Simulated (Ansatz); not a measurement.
**Hypothetical cubic perovskite CsVO3: tensor shear ε_xz = −1.41 %**

Base system: CsVO3 in the cubic perovskite structure (space group Pm-3m, No. 221; a = 3.965 Å; a hypothetical phase, not in the database extracts checked). Axes: x, y, z lie along the cube axes.

Modification: a pure shear with ε_xz = ε_zx = -0.0141; the atoms relax in the strained cell.

Computed with r2SCAN (Ansatz, an electronic-structure program, PAW, no spin-orbit coupling). Settings: 12×12×12 k-points, 0.05 eV Fermi–Dirac smearing.

Volume per atom: 12.47 Å³ (base 12.47 Å³)
Space group: Cmmm (No. 65) (base Pm-3m (No. 221))
Shortest interatomic distance: 1.983 Å (base 1.983 Å)
Energy relative to the base (free energy F): +4.4 meV/atom
Band gap: zero (base 0.09 eV)
Stress (xx, yy, zz, yz, xz, xy; compression positive): (0.1, 0.1, 0.1, 0.0, 4.0, 0.0) GPa (rough)

Without a gap, meshes like the base's 12×12×12 leave anisotropic stresses uncertain by several tenths of a GPa, and small strain energies with them. Stability against distortions was not tested. Starting moments died away, wholly or in part, for the base; another magnetic solution may exist. No Hubbard U is applied, and correlation can decide whether such a compound is a metal. All final runs are without spin polarisation. Many cubic perovskites are stable only at high temperature; tilts and polar distortions were not tested. Gaps under 0.05 eV, about the width of the smearing, are given as zero. The zero or small gap of CsVO3 can change with the level of theory.
